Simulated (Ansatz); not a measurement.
Take CsPbCl₃ in the cubic perovskite structure (space group Pm-3m, No. 221; a = 5.5209 Å) as the base. Axes: x, y, z lie along the cube axes.

Structures relaxed with DFT with LDA, PAW potentials and a 420 eV plane-wave cutoff in Ansatz (a quantum-chemistry and plane-wave program), no spin-orbit coupling.

Base:

Simulated powder pattern, Cu Kα1, λ = 1.54056 Å (kinematic, ideal powder, no thermal factors, no anomalous dispersion; the 8 strongest lines at most, above 2 %, up to 2θ = 90°):

| 2θ (°) | I/Imax (%) | hkl |
|---|---|---|
| 16.04 | 16 | (100) |
| 22.76 | 100 | (110) |
| 32.41 | 46 | (200) |
| 39.97 | 48 | (211) |
| 46.49 | 33 | (220) |
| 52.36 | 22 | (310) |
| 62.94 | 26 | (321) |
| 77.21 | 15 | (420) |

After one change:

Simulated powder pattern, Cu Kα1, λ = 1.54056 Å (kinematic, ideal powder, no thermal factors, no anomalous dispersion; the 8 strongest lines at most, above 2 %, up to 2θ = 90°):

| 2θ (°) | I/Imax (%) |
|---|---|
| 16.10 | 30 |
| 22.46 | 100 |
| 23.23 | 92 |
| 32.54 | 89 |
| 38.96 | 25 |
| 40.36 | 46 |
| 45.85 | 33 |
| 47.49 | 30 |

Problem. What was done to the base?
(A) biaxial strain −2.00 %, plane normal [111], relaxed out of plane
(B) biaxial strain −1.00 %, plane normal [111], relaxed out of plane
(C) biaxial strain −0.50 %, plane normal [111], relaxed out of plane
(D) biaxial strain −2.50 %, plane normal [111], relaxed out of plane

Solution. A, biaxial strain −2.00 %, plane normal [111], relaxed out of plane. Its volume per atom is 33.32 Å³ against 33.65 Å³, and its space group is R-3m (No. 166).

Stability against distortions was not tested. Many cubic perovskites are stable only at high temperature; tilts and polar distortions were not tested. This is not the structure that CsPbCl3 has at room temperature and ambient pressure.
